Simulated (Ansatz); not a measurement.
Br on the 1x1 (111) surface of fcc Ag, one in a 2x2 cell, started at the site 'bridge Ag-Ag (span 2.9 Å)'

The numbers are results of PBE (plane waves to 420 eV, PAW; Ansatz, an electronic-structure program), not measurements.

Set-up: 17 atoms, 7.1 Å thick at the start under the adsorbate (thin: gaps and levels are the slab's own); mesh 6x6x1; 0.1 eV smearing; dipole correction on; 8 atoms held, the rest relaxed; start symmetry kept, larger cells not searched; no spin, no spin-orbit, no U, no dispersion correction. At the end it is bonded to 2 Ag. In PBE this state lies 0.07 eV over the lowest of the starts that converged ('hollow Ag-Ag-Ag over Ag at depth 4.7 Å').

| Quantity | Result |
|---|---|
| adsorption energy against ½ Br2(g) | -1.35 eV |
| work function of the top face | 5.47 eV |
| change of the work function | 1.03 eV |
| change of the step from the bottom to the top vacuum level, against the clean slab | 1.01 eV |
| energy released by relaxation | 0.025 eV |
| height of the binding atom over the mean of the host atoms within 0.3 Å of the top one | 2.228 Å |
| nearest host atoms of the binding atom | Ag at 2.68 Å, Ag at 2.68 Å, Ag at 3.37 Å |
| largest move of a host atom | 0.04 Å |
| cost | about 7 core-minutes (a rough figure) |

A negative adsorption energy means that the adsorbate is more stable on the surface than in its reference.
